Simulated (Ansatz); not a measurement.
**A computed series for Bi2SiO5: response to strain**

Consider Bi2SiO5 (space group Cmc2_1, No. 36; a = 15.169 Å, b = 5.481 Å, c = 5.327 Å; a cell from a computed database, its experimental status unchecked). Axes: x, y, z lie along a, b, c of the conventional cell.

Strains are applied to the cell and any free atomic positions relax; under biaxial strain the out-of-plane vector relaxes too.

Level of theory: PBEsol, PAW, 420 eV (Ansatz, a quantum-chemistry and plane-wave program; scalar-relativistic without spin-orbit coupling).

Notes on the quantities. energy relative to the base: free energy F.

```tsv
variant	width of the top valence band	electron mass	band gap	energy relative to the base
base	0.53 eV	1.7 mₑ along k, 0.41 mₑ across (at Y)	2.70 eV	0 meV/atom
biaxial strain −2.92 %, plane normal [001], relaxed out of plane	0.70 eV	1.1 mₑ along k, 0.39 mₑ across (at Y)	2.51 eV	+15 meV/atom
biaxial strain −1.01 %, plane normal [001], relaxed out of plane	0.59 eV	1.4 mₑ along k, 0.40 mₑ across (at Y)	2.64 eV	+1.7 meV/atom
uniaxial strain ε_yy = +3.60 %	0.45 eV	1.2 mₑ along x, 0.33 mₑ across (at Γ)	2.59 eV	+7.6 meV/atom
```

With Bi present, leaving out spin-orbit coupling can change the band edges. Effective masses come from finite differences of ±0.01 Å⁻¹. Along k means along the line from Γ to the band edge. Whether these cells are dynamically stable was not tested.
